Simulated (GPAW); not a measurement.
A self-consistent single point of LiBr (Fm-3m, 2 atoms in the cell) with GPAW.

Level of theory: LDA (Perdew-Wang 92), GPAW PAW datasets LDA (gpaw-data 1.0.1) (plane waves; GPAW).

```xyz
2
Lattice="0.0000 2.7500 2.7500 2.7500 0.0000 2.7500 2.7500 2.7500 0.0000" Properties=species:S:1:pos:R:3 pbc="T T T"
Li     0.0000     0.0000     0.0000
Br     2.7500     2.7500     2.7500
```

Reference input (self-consistent single point, DFT PBE, plane waves, GPAW PAW datasets PBE (gpaw-data 1.0.1)): mode = pw; ecut = 550 eV; xc = PBE; kpts = 10 10 10; mesh shift (steps) = 0 0 0; occupations.name = fermi-dirac; occupations.width = 0.05 eV; nbands = -8; convergence.density = 1e-05 e/electron; convergence.bands = -6; symmetry.symmorphic = false; symmetry.tolerance = 0.0005. This run's input differs from it in these lines:

```diff
@@ -13,3 +13,3 @@
 calc = GPAW(mode={'name': 'pw', 'ecut': 550},
-            xc='PBE',
+            xc='LDA',
             kpts={'size': (10, 10, 10), 'gamma': True},
```

Its files differ too (potentials: GPAW PAW datasets LDA (gpaw-data 1.0.1)).

The program printed (abridged):

```
     iter     time        total  log10-change:
                         energy   eigst   dens
iter:   1 --:--:--    -7.301108   +0.52
iter:   2 --:--:--    -7.301304   -1.04  -1.35
iter:   3 --:--:--    -7.302792c  -2.47  -1.37
iter:   4 --:--:--    -7.301831c  -2.90  -2.08
iter:   5 --:--:--    -7.301171c  -3.72  -2.19
iter:   6 --:--:--    -7.301175c  -5.05  -3.26
iter:   7 --:--:--    -7.301164c  -5.99  -3.20
iter:   8 --:--:--    -7.301163c  -6.86  -3.34
iter:   9 --:--:--    -7.301163c  -9.00c -4.00
iter:  10 --:--:--    -7.301163c  -8.05c -4.06
iter:  11 --:--:--    -7.301163c  -7.50c -3.78
iter:  12 --:--:--    -7.301163c  -9.52c -5.25c
Converged after 12 iterations.

Dipole moment: (-0.000000, -0.000000, 0.000000) |e|*Ang

Energy contributions relative to reference atoms: (reference = -71012.153184)

Kinetic:         +7.779310
Potential:       -8.215945
External:        +0.000000
XC:              -6.851406
Entropy (-ST):   +0.000000
Local:           -0.013122
SIC:             +0.000000
--------------------------
Free energy:     -7.301163
Extrapolated:    -7.301163

Showing only first 2 kpts
 Kpt  Band  Eigenvalues  Occupancy
  0     2      0.60104    2.00000
  0     3      0.60104    2.00000
  0     4      5.25238    0.00000
  0     5     11.01535    0.00000

  1     2      0.47092    2.00000
  1     3      0.47092    2.00000
  1     4      5.79783    0.00000
  1     5     10.29005    0.00000

Fermi level: 2.80719

Gap: 4.644 eV
Transition (v -> c):
   [... lines left out ...]
Direct/indirect transitions are different
Direct gap: 4.651 eV
Transition at: (s=0, k=0, n=3, [0.00, 0.00, 0.00])
Energy (eV): -7.301163

Forces in eV/Ang:
  0 Li   -0.00000    0.00000    0.00000
  1 Br    0.00000   -0.00000   -0.00000

Stress tensor:
     0.015896     0.000000     0.000000
     0.000000     0.015896    -0.000000
     0.000000    -0.000000     0.015896
Stress (GPa, Voigt): [ 2.5468  2.5468  2.5468 -0.      0.      0.    ]
```

The run converged in 12 iterations. GPAW prints stress with tension positive. Against the reference run the pressure goes from 0.18 to -2.55 GPa and the gap on the mesh goes from 4.934 to 4.644 eV.

The starting cell has typed, rounded lattice constants, without a prior relaxation at this level.
